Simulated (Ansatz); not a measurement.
Take Al$_{2}$O$_{3}$ in the corundum structure (space group R-3c, No. 167; a = 4.7589 Å, c = 12.9952 Å (hexagonal axes)) as the base. Axes: x lies along a and z along c of the hexagonal cell.

Level of theory: Kohn–Sham DFT with the r2SCAN functional, run in Ansatz (an electronic-structure program) with PAW and 500 eV plane waves, no spin-orbit coupling.

Before the change:

| Item | Value |
|---|---|
| Pressure | 0.00 GPa |
| Valence-band top at Γ | 0.00, -0.05, -0.05 eV |
| Gap character | direct at Γ |

Modification: tensor shear ε_yz = −2.89 % (engineering shear γ = -0.0578); the atoms relax in the strained cell.

Task: What does the calculation give for the largest internal atomic displacement, pressure, energy relative to the base, valence-band top at Γ and gap character after the change?

Result: The largest internal atomic displacement amounts to 0.016 Å; the pressure (mean of the normal stresses, compression positive) goes from zero to 0.92 GPa; the energy grows by 13 meV/atom; the valence-band top at Γ (three highest levels, from the VBM) goes from 0.00, -0.05, -0.05 eV to 0.00, -0.08, -0.11 eV; the gap character is still direct at Γ.

Stability against distortions was not tested. Labels are those of the standard path for the cell's own space group.
